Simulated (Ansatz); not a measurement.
LaTl (Pm-3m), Ansatz (an electronic-structure program) with PBEsol, DFPT electron-phonon coupling, linearised Boltzmann equation: phonon-limited resistivity 68.7 μΩ·cm at 300 K, 86.3 μΩ·cm at 400 K, current-weighted mean free path 4.8 nm, Drude plasma energy 3.53 eV.

Task: What Drude relaxation time do resistivity and plasma energy imply?

Result: ω_p = 5.36e15 s⁻¹, so τ = 1/(ε₀ ω_p² ρ) = 5.72 fs, a damping ħ/τ of 115 meV.

Task: What is the classical skin depth at 10 GHz (nonmagnetic, μ₀ = 1.257×10⁻⁶ H/m)?

Result: δ = √(ρ/(π f μ₀)) = 4170 nm.

Task: Estimate the resistivity of a 20 nm square wire with diffuse walls from ρ ≈ ρ₀(1 + 3ℓ/4d).

Result: 1 + 0.75 × 4.8/20 = 1.18, so ρ ≈ 81.1 μΩ·cm and a line 1 μm long has 2030 Ω. The formula is the free-electron limit for d well above ℓ; grain boundaries add to it.

A metal at this level (no band gap). Only scattering by harmonic phonons is included (no impurities, grain boundaries, electron-electron scattering or thermal expansion). Spin-orbit coupling is left out, which matters with elements this heavy. The squared frequency of the phonon mode least converged on the k mesh is uncertain by about 25 %. The run warned that the eigensolver left some states short of its tolerance. Halving the electron mesh (24x24x24) moves the resistivity by up to 5 % at 300 K, the mean free path by up to 10 %. Smearing 0.20 eV; phonons on a 4x4x4 q mesh, which this run doesn't test.

Formula and space group known from diffraction (Crystallography Open Database), not checked to be the room-temperature form: LaTl (Pm-3m).
